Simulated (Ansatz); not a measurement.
Given:

```
CELL_PARAMETERS angstrom
      0.00000     3.11139     3.11139
      3.11139     0.00000     3.11139
      3.11139     3.11139     0.00000
ATOMIC_POSITIONS crystal
  Hg 0.00000 0.00000 0.00000
  Se 0.75000 0.75000 0.75000
```

Level of theory: PBEsol, rigid bands (plane waves, PAW, scalar-relativistic; Ansatz, a quantum-chemistry and plane-wave program). Condition of this run: hydrostatic pressure -2 GPa (the target of the relaxation). Cell: cell and atoms relaxed with PBEsol, then loaded as said.

Is this a good metal at this level?

No. No gap is resolved, and few carriers conduct, as in a semimetal or a zero-gap semiconductor. N(E_F) = 0.021 states/eV a cell at 300 K and the Drude plasma energy along the best axis is 0.24 eV, several times under that of a simple or noble metal.

Spin-orbit coupling is left out; it can open or close a small gap.
